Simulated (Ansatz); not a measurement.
Data:

```xyz
8
Lattice="5.6859 0.0000 0.0000 -2.8429 4.9241 0.0000 0.0000 0.0000 4.6089" Properties=species:S:1:pos:R:3 pbc="T T T"
Ti     2.8429     3.2539     1.1522
Ti     0.0000     1.6702     3.4567
Ti    -1.3965     4.0890     3.4567
Ti     4.2394     0.8351     1.1522
Ti     1.4465     0.8351     1.1522
Ti     1.3965     4.0890     3.4567
Al     0.0000     3.2828     1.1522
Al     2.8429     1.6414     3.4567
```

These are PBEsol, DFPT electron-phonon coupling, linearised Boltzmann equation (plane waves, PAW, scalar-relativistic; Ansatz, a program for electronic structure) values and carry that method's errors. Cell: relaxed with this functional, without spin-orbit coupling.

What phonon-limited resistivity does this give at 300 K?

92 (x), 92 (y), 30 (z) μΩ·cm.

A metal at this level (no band gap). Only scattering by harmonic phonons is included (no impurities, grain boundaries, electron-electron scattering or thermal expansion). Spin-orbit coupling is left out. Values near or above 100 μΩ·cm, or paths under about 2 nm, lie near resistivity saturation, where the Boltzmann equation overshoots. Halving the electron mesh (16x16x20) moves the resistivity by up to 4 % at 300 K. Smearing 0.20 eV; phonons on a 3x3x3 q mesh, which this run doesn't test.
